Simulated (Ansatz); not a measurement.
The reference is PbTe in the rock salt structure (space group Fm-3m, No. 225; a = 6.5343 Å). Axes: x, y, z lie along the cube axes.

Method: Kohn–Sham DFT with the r2SCAN functional, run in Ansatz (an electronic-structure program) with PAW and 500 eV plane waves, spin-orbit coupling left out.

Base values:

The smallest direct gap comes out as 1.09 eV and the hole mass is 0.57 mₑ along k, 0.088 mₑ across (at L). The band gap comes out as 1.09 eV.

Now apply this change: compressive biaxial strain of 2.50 % in the plane normal to [111], as in epitaxy on a mismatched substrate; the out-of-plane cell vector and the atoms relax.

Task: Estimate the effect on the smallest direct gap, energy relative to the base, out-of-plane strain, hole mass and band gap.

Result: The smallest direct gap falls by 0.17 eV to 0.92 eV; the energy goes up by 8.9 meV/atom; the out-of-plane strain is +2.56 %; the hole mass becomes 0.39 mₑ along k, 0.077 mₑ across (at L) (base: 0.57 mₑ along k, 0.088 mₑ across (at L)); the band gap drops by 0.47 eV to 0.62 eV.

With Pb and Te present, leaving out spin-orbit coupling can change the band edges. Effective masses come from finite differences of ±0.01 Å⁻¹. Along k means along the line from Γ to the band edge. Stability against distortions was not tested.
